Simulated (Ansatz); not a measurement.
System: GaGeTe (R-3m, No. 166, 6 atoms in the cell; start mp-8211). Method: PBE0 in Ansatz (PAW).

Settings: plane-wave cutoff 460 eV, 6×6×6 k mesh, Fermi–Dirac smearing 0.01 eV, scalar-relativistic PAW data made under PBE.

Cell (relaxed with PBEsol):

GaGeTe is taken in the trigonal space group R-3m, hexagonal axes (No. 166), Pearson symbol hR6. Lattice parameters: a = b = 4.050 Å, c = 34.930 Å, α = β = 90.00°, γ = 120.00°. Ga on 6c is coordinated by 1 Ge at 2.432 Å and 3 Te at 2.660 Å (tetrahedral). Ge on 6c is surrounded by 1 Ga at 2.432 Å and 3 Ge at 2.471 Å (tetrahedral). Te on 6c is coordinated by 3 Ga at 2.660 Å (trigonal pyramidal). (Neighbours: up to the widest gap in distance over summed covalent radii, below 1.35, at either atom; cation-cation and far metal-metal contacts left out.)
(The calculation used a cell of 6 atoms; values per cell refer to that cell.)

Q: What does this level give for the band gap and direct gap at Γ?

A: 
* **band gap**: 1.43 eV (on the SCF k mesh)
* **direct gap at Γ**: 2.46 eV

Note: cell and atoms aren't relaxed at this level (largest force component 0.12 eV/Å, pressure 0.7 GPa); the cell has widely spaced layers and the level no dispersion term, so their spacing and the moduli can rest on weak binding.

Spin–orbit coupling is not included; with these elements it can move the gap by several tenths of an eV or more.

Static lattice: no zero-point or thermal effects.

A start named mp-… is a Materials Project structure, which need not be a measured phase.

Ansatz is a quantum-chemistry and plane-wave program.
